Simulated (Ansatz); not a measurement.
The reference is SnO$_{2}$ in the rutile structure (space group P4_2/mnm, No. 136).

```
SnO2
1.0
    4.75850     0.00000     0.00000
    0.00000     4.75850     0.00000
    0.00000     0.00000     3.20012
Sn O
2 4
Direct
  0.50000   0.50000   0.50000
  0.00000   0.00000   0.00000
  0.30590   0.30590   0.00000
  0.69410   0.69410   0.00000
  0.80590   0.19410   0.50000
  0.19410   0.80590   0.50000
```

Cartesian axes are those of the cell as printed.

Calculations: Ansatz (an electronic-structure program) r2SCAN, no spin-orbit coupling, earlier PAW set.

Before the change:

| Property | Result |
|---|---|
| Electron mass | 0.20 mₑ along c, 0.23 mₑ across (at Γ) |
| Band gap | 1.79 eV |
| Pressure | 0.00 GPa |
| Valence-band top at Γ | 0.00, -0.77, -0.77 eV |

The change: the cell is stretched by 1.63 % along x with no lateral relaxation; the atoms relax in the strained cell.

Problem. How does this affect the electron mass?

Solution. The electron mass changes from 0.20 mₑ along c, 0.23 mₑ across (at Γ) to 0.19 mₑ along z, 0.22 mₑ across (at Γ).

Problem. Predict the new band gap.

Solution. The band gap falls by 0.158 eV to 1.64 eV.

Problem. What happens to the energy relative to the base?

Solution. The energy grows by 2.5 meV/atom.

Problem. What happens to the pressure?

Solution. The pressure (mean of the normal stresses, compression positive) goes from zero to -3.00 GPa.

Problem. How does this affect the valence-band top at Γ?

Solution. The valence-band top at Γ (three highest levels, from the VBM) becomes 0.00, -0.72, -0.80 eV (base: 0.00, -0.77, -0.77 eV).

Effective masses come from finite differences of ±0.01 Å⁻¹. No phonon test of stability was made. The base started in Pnnm and relaxed to P4_2/mnm at this level.
